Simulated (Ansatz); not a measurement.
A computed series for GaP: pressure series

Base system: GaP in the zinc blende structure (space group F-43m, No. 216; a = 5.506 Å).

Cell and atoms are relaxed at each pressure.

Level of theory: plane-wave PAW DFT at the PBE level (Ansatz, a quantum-chemistry and plane-wave program, 420 eV), no SOC.

Two rows of this table had their results exchanged by mistake.

| pressure | volume per atom (Å³) | shortest distance (Å) | band gap |
|---|---|---|---|
| pressure −2 GPa | 21.45 | 2.406 | 1.36 eV |
| pressure −1 GPa | 21.15 | 2.395 | 1.47 eV |
| pressure 0.3 GPa | 20.79 | 2.381 | 1.59 eV |
| pressure 0.7 GPa | 20.68 | 2.377 | 1.61 eV |
| pressure 1.5 GPa | 20.48 | 2.369 | 1.61 eV |
| pressure 3 GPa | 18.82 | 2.303 | 1.45 eV |
| pressure 5 GPa | 19.70 | 2.339 | 1.54 eV |
| pressure 7.5 GPa | 19.23 | 2.320 | 1.50 eV |
| pressure 10 GPa | 20.13 | 2.356 | 1.58 eV |

Task: Which two?

Result: The rows for pressure 3 GPa and pressure 10 GPa: the volume has to fall steadily with pressure, so 20.13 Å³ belongs to pressure 3 GPa and 18.82 Å³ to pressure 10 GPa.

Load acts through the strain it causes; cell and atoms are relaxed under it. No phonon test of stability was made. Tetrahedral semiconductors of this kind turn to denser phases somewhere between about 1 and 50 GPa; those were not computed, so compressed cells here can lie past the real transition.
